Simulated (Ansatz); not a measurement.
Results of PBEsol (Ansatz, a quantum-chemistry and plane-wave program, PAW) for 1T (CdI2-type) PtTe2.

Q: What does this level give for the interlayer binding energy, layer repeat distance and gap between the layers?

A: 
* **interlayer binding energy**: 21.8 meV/Å²
* **layer repeat distance**: 5.138 Å
* **gap between the layers**: 2.445 Å

Note: the cell comes from a level without a dispersion term, which matters for the spacing of layers, chains or molecules.

Spin–orbit coupling is not included.

Computed values are for the static lattice.

It cost around 70 core-seconds (rough) of CPU time.
